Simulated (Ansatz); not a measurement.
**OH on the 1x1 (10-10) surface of wurtzite AlN (cut with top plane Al + N), one in a 1x1 cell, started at the site 'hollow Al-Al-N-N'**

Host crystal: wurtzite AlN, with a band gap (PBE, scalar-relativistic without spin-orbit coupling).

Level of theory: PBE (plane waves to 420 eV, PAW; Ansatz, a first-principles code).

Model: 18-atom slab, 8.9 Å thick at the start under the adsorbate (thin: gaps and levels are the slab's own), 6x4x1 mesh, Fermi-Dirac 0.01 eV, dipole correction, 8 atoms held, the rest relaxed; no symmetry held; spin-polarised, ending with about 1.0 μB a cell; orders that need a larger cell were not tried, no spin-orbit, no U, no dispersion correction. At the end it is bonded to Al. In PBE it is, or lies within 0.03 eV of, the lowest of the starts that converged.

The adsorption energy against H2O(g) − ½ H2(g) is -0.16 eV and the gap of the slab on its k-mesh is 0.38 eV. The highest filled level below the top vacuum level is 6.71 eV and the change of the step from the bottom to the top vacuum level, against the clean slab is 1.08 eV. The energy released by relaxation is 4.11 eV and the height of the binding atom over the mean of the host atoms within 0.3 Å of the top one comes out as 1.755 Å. The magnetic moment of the cell is 1.00 μB and the nearest host atoms of the binding atom comes out as Al at 1.74 Å, N at 2.95 Å, N at 3.13 Å. The largest move of a host atom is 0.37 Å, the note is in the relaxation the adsorbate left its starting site by 2.0 Å and the cost comes out as roughly 9 core-minutes.

A negative adsorption energy means that the adsorbate is more stable on the surface than in its reference.
